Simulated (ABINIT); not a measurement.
**Several settings converged on Mg (P-3m1, 2 atoms in the cell)**

```
CELL_PARAMETERS angstrom
      1.60018    -2.77160     0.00000
      1.60018     2.77160     0.00000
      0.00000     0.00000     5.19437
ATOMIC_POSITIONS crystal
  Mg 0.33333 0.66667 0.25963
  Mg 0.66667 0.33333 0.75000
```

Base method: LDA (PW92), norm-conserving pseudopotentials (PseudoDojo nc-sr-04 LDA standard) (plane waves; ABINIT 10.0.3).

Base settings: pseudos = [Mg.upf]; ecut = 42 Ha; occopt = 3; tsmear = 0.00367493 Ha; ngkpt = 4 4 3; nshiftk = 1; shiftk = 0 0 0; potentials = PseudoDojo nc-sr-04 LDA standard; nband = 15; kptopt = 2.

The count of work is k-points × plane waves × bands × iterations; it is no time. 

**The cutoff for other potential files**

Level: DFT, LDA (PW92), plane waves, PAW (JTH v2.0 LDA PAW).

In this ladder: pseudos = [Mg.LDA_PW-JTH.xml]; potentials = JTH v2.0 LDA PAW; pawxcdev = 0. Moved along: pawecutdg.

The second cell is the first with its lattice scaled by 0.98.

The mesh stays at the base's, so the ladder's end is converged at best in this setting alone.

Only quantities that move along the ladder and can be compared are tabulated.

```tsv
ecut	free energy less the last step's (meV/atom)	energy of the compressed cell less the first (meV/atom)	pressure (GPa)	count of work / last
9 Ha	343.20	-5.62	-17.48	0.12
11 Ha	83.47	-10.13	-3.25	0.15
14 Ha	60.19	-10.01	-2.96	0.21
17 Ha	23.44	-9.00	-2.96	0.28
20 Ha	6.49	-9.86	-2.40	0.40
24 Ha	3.79	-9.74	-2.18	0.52
30 Ha	1.20	-9.79	-2.23	0.72
40 Ha	0.00	-9.69	-2.18	1.0
```

Coarsest ecut that holds the energy of the compressed cell less the first within 1 meV/atom of the last step, with all finer ones: 11 Ha, at 0.15 of the last step's count of work; the step before is off by 4.1 meV/atom.

Coarsest ecut that holds the free energy within 5 meV/atom of the last step, with all finer ones: 24 Ha; the step before is off by 6.5 meV/atom.

Coarsest ecut that holds the pressure within 0.5 GPa of the last step, with all finer ones: 20 Ha, at 0.40 of the last step's count of work; the step before is off by 0.78 GPa.

At the lowest cutoff the pressure lies 15.3 GPa under the last step's, the usual sign of Pulay stress in an incomplete plane-wave basis.

**The setting fft**

The mesh stays at the base's, so the ladder's end is converged at best in this setting alone.

Only quantities that move along the ladder and can be compared are tabulated.

```tsv
boxcutmin	free energy less the last step's (meV/atom)	pressure (GPa)	largest difference of a force vector from the last step's (eV/Å)
1.2	-7.46	-1.83	0.040
1.5	0.02	-2.20	0.001
1.8	0.01	-2.20	0.000
2.5	0.00	-2.20	0.000
```

Coarsest boxcutmin that holds the forces within 0.005 eV/Å of the last step, with all finer ones: 1.5; the step before is off by 0.040 eV/Å.

Coarsest boxcutmin that holds the pressure within 0.1 GPa of the last step, with all finer ones: 1.5; the step before is off by 0.37 GPa.

Coarsest boxcutmin that holds the free energy within 1 meV/atom of the last step, with all finer ones: 1.5; the step before is off by 7.5 meV/atom.

On the base run: the starting cell has typed, rounded lattice constants, without a prior relaxation at this level. Its lattice was rescaled by up to half a per cent. One atom was moved a little off its site on purpose. Without a gap this mesh is coarse (it stands for a supercell whose shortest vector is 13 Å).
